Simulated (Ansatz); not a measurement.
**ZnS under a change: biaxial strain −4.65 %, plane normal [001], relaxed out of plane**

Take ZnS in the wurtzite structure (space group P6_3mc, No. 186; a = 3.845 Å, c = 6.306 Å) as the base. Axes: x lies along a and z along c of the hexagonal cell.

One thing is altered: compressive biaxial strain of 4.65 % in the plane normal to [001], as in epitaxy on a mismatched substrate; the out-of-plane cell vector and the atoms relax.

Method: DFT with PBE, PAW potentials and a 420 eV plane-wave cutoff in Ansatz (a quantum-chemistry and plane-wave program), spin-orbit coupling left out, earlier PAW set. Γ-centred 10×10×5 mesh, Fermi–Dirac width 0.05 eV.

| quantity | base | changed | shift |
|---|---|---|---|
| volume per atom | 20.19 Å³ | 18.86 Å³ | -1.320 Å³ |
| space group | P6_3mc (No. 186) | P6_3mc (No. 186) | – |
| shortest interatomic distance | 2.357 Å | 2.303 Å | -0.054 Å |
| pressure (mean of the normal stresses, compression positive) | 0.00 GPa | 5.11 GPa | +5.11 GPa |
| band gap | 2.07 eV | 1.99 eV | -0.088 eV |
| gap character | direct at Γ | direct at Γ | – |
| electron mass | 0.16 mₑ along c, 0.18 mₑ across (at Γ) | 0.13 mₑ out of plane, 0.22 mₑ in plane (at Γ) | – |
| valence-band top at Γ (three highest levels, from the VBM) | 0.00, 0.00, -0.07 eV | 0.00, 0.00, -0.57 eV | – |
| out-of-plane strain | – | +2.80 % | – |
| ratio −ε⊥/ε∥ | – | 0.60 | – |
| mean in-plane stress (compression positive) | – | +7.7 GPa | – |

Final structure (turned so that z lies along the plane normal):

```
ZnS
1.0
    3.66634     0.00000     0.00000
    1.83317     3.17515     0.00000
    0.00000     0.00000     6.48211
Zn S
2 2
Cartesian
  3.66634   2.11676   6.43427
  1.83317   1.05838   3.19322
  3.66634   2.11676   4.10045
  1.83317   1.05838   0.85939
```

Effective masses come from finite differences of ±0.01 Å⁻¹. No phonon test of stability was made.
